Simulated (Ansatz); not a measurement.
## Amorphous Hf$_{18}$O$_{35}$F$_{2}$

It comes from a melt-quench run on a machine-learned potential (CHGNet), relaxed afterwards by DFT. O and F atoms were pushed apart under 1.9 Å during the dynamics, to hinder bonds among them. The hot cell started wider than the set density and was brought back towards it in steps. It is the lowest in DFT energy of 2 quenches. It is a model cell: composition and starting density were chosen by hand, and all elements were melted together. No dispersion term was used.

Methods: PBE, scalar-relativistic without spin-orbit coupling (Ansatz, a program for electronic structure); r2SCAN, scalar-relativistic without spin-orbit coupling (Ansatz); HSE06, scalar-relativistic without spin-orbit coupling (Ansatz). Geometry, pressure, stress and energy are those of the PBE run. Its sampling: a 2×2×2 Γ-centred mesh; Fermi-Dirac width 0.02 eV; no spin polarisation. Other functionals are single points at the zone centre (r2SCAN at 500 eV; exact exchange cut at the cell's faces), free to take moments where seeds were set. At PBE the levels at the filled edge of the gap are localised (band-tail or defect states), and the nearest spread-out levels lie 4.2 eV apart at the zone centre.

```json
{
 "number_of_atoms_in_the_cell": "55",
 "Density (held, not predicted)": "8.88 g/cm³",
 "volume_per_atom": "12.96 Å³",
 "Pressure on a 2×2×2 Γ-centred mesh": "14.7 kbar",
 "Largest force and stress component on that mesh (the relaxation ran on the zone centre alone)": "0.12 eV/Å and 1.6 GPa",
 "Level gap on a 2×2×2 Γ-centred mesh (PBE)": "3.88 eV",
 "Level gap at the zone centre (PBE)": "3.94 eV",
 "Level gap at the zone centre (r2SCAN)": "4.39 eV",
 "Level gap at the zone centre (HSE06)": "5.50 eV"
}
```

Neighbours within Hf-Hf 3.34 Å, Hf-O 2.56 Å, Hf-F 2.55 Å, O-O 1.58 Å, O-F 1.48 Å, F-F 1.37 Å count as bonded. Two cations that share two anions don't count as bonded, nor two that share one unless they lie closer than Hf-Hf 3.25 Å.

The mean coordination of Hf by anions comes out as 6.17 (5 with 5, 6 with 6, 6 with 7, 1 with 8) and the mean coordination of O comes out as 3.06 (4 with 2, 25 with 3, 6 with 4). The mean coordination of F is 2.00 (2 with 2). The mean Hf-O bond comes out as 2.127 Å (spread 0.106 Å, 107 counted). The mean Hf-F bond comes out as 2.107 Å (spread 0.017 Å, 4 counted).

Its density started from a set value of 8.88 g/cm³. The simulated quench (nominally 300 K/ps over its main leg) is rapid and tends to freeze in more defects than a deposited or slowly cooled glass has. Values belong to this one cell and scatter from quench to quench. The volume was held where the preparation left it and the shape relaxed, at a PBE pressure of 1.5 GPa. Stress components on the final sampling reach 1.6 GPa. On a 2×2×2 Γ-centred mesh force components of up to 0.12 eV/Å stay, since the relaxation ran on the zone centre alone.
